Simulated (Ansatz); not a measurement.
SiC (model structure, started from the CdTe type, P6₄22, No. 181, 6 atoms in the cell): c axis length by level of theory

No measured value is used here.

| level (code) | value (Å) |
|---|---|
| LDA (Ansatz) | 6.989 |
| PBE (Ansatz) | (withheld) |
| PBEsol (Ansatz) | 7.031 |
| PBE-D3(BJ) (Ansatz) | (withheld) |
| r²SCAN (Ansatz) | 7.039 |
| r²SCAN+rVV10 (Ansatz) | 7.035 |

Question: What belongs in the gaps?

Answer: 
- PBE (Ansatz, a quantum-chemistry and plane-wave program), value (Å): 7.062
- PBE-D3(BJ) (Ansatz), value (Å): 7.019

Cutoffs differ between the levels. Ansatz's density-functional and Hartree–Fock values are scalar-relativistic unless marked +SOC, with PAW data made under PBE.

A model structure was made by putting elements into a prototype or built by hand; it is no filed structure, need not be a known phase, and can be a saddle point held by its symmetry.
